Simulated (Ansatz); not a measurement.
**Convergence study of the k-point mesh for a (110) slab of ZnPt (cut from a parent of space group no. 123; 10 atoms in the cell)**

```
CELL_PARAMETERS angstrom
      3.48408     0.00000     0.00000
      0.00000     4.01963     0.00000
      0.00000     0.00000    22.03919
ATOMIC_POSITIONS crystal
  Zn 0.50000 0.25000 0.31762
  Pt 0.00000 0.75000 0.31762
  Zn 0.50000 0.75000 0.40881
  Pt 0.00000 0.25000 0.40881
  Zn 0.50000 0.25000 0.50000
  Pt 0.00000 0.75000 0.50000
  Zn 0.50000 0.75000 0.59119
  Pt 0.00000 0.25000 0.59119
  Zn 0.50000 0.25000 0.68238
  Pt 0.00000 0.75000 0.68238
```

Method: PBEsol, default PAW files made with PBE (plane waves; Ansatz, a program for electronic structure).

Base settings: basis.ecutwfc = 420 eV; kpoints.mp_grid.grid = 5 4 1; hamiltonian.xc = pbesol; hamiltonian.pseudopotentials = {kind: paw} (the program's default PAW files); scf.occupations.method = fermi_dirac; scf.occupations.width = 0.1 eV.

Only quantities that move along the ladder and can be compared are tabulated.

The count of work is k-points × plane waves × bands × iterations; it is no time. Core times come from one kind of shared machine, to one figure; runs under 30 s give none.

The starting cell comes from a database of computed structures (which also holds hypothetical and non-ambient phases and stackings), without a prior relaxation at this level. The slab is cut from that crystal, and its faces are unrelaxed. Its lattice was rescaled by up to half a per cent. Spin polarisation is off. Without a gap this mesh is coarse (it stands for a supercell whose shortest in-plane vector is 16 Å).

```csv
kpoints.mp_grid.grid,free energy less the last step's (meV/atom),largest difference of a force vector from the last step's (eV/Å),count of work / last,core time / last (rough)
2 2 1,222.32,0.283,0.031,–
3 2 1,-46.47,0.113,0.028,–
3 3 1,33.27,0.203,0.031,–
4 3 1,3.73,0.118,0.042,–
4 4 1,-3.40,0.031,0.056,–
5 4 1,-1.22,0.031,0.063,–
5 5 1,9.45,0.079,0.063,–
6 5 1,-0.88,0.015,0.084,–
7 6 1,2.70,0.014,0.11,0.1
8 7 1,-0.07,0.020,0.14,0.1
9 8 1,1.50,0.016,0.17,0.2
11 10 1,1.33,0.004,0.25,0.3
13 11 1,0.34,0.007,0.29,0.3
15 13 1,0.10,0.004,0.39,0.4
18 15 1,0.19,0.002,0.56,0.6
21 18 1,-0.11,0.001,0.77,0.8
24 21 1,0.00,0.000,1.0,1
```

Coarsest kpoints.mp_grid.grid that holds the free energy within 2 meV/atom of the last step, with all finer ones: 8 7 1, at 0.14 of the last step's count of work and about 0.1 of the last step's time; the step before is off by 2.7 meV/atom.

Coarsest kpoints.mp_grid.grid that holds the forces within 0.005 eV/Å of the last step, with all finer ones: 15 13 1, at 0.39 of the last step's count of work and about 0.4 of the last step's time; the step before is off by 0.007 eV/Å.

Keys are those of Ansatz 0.2.
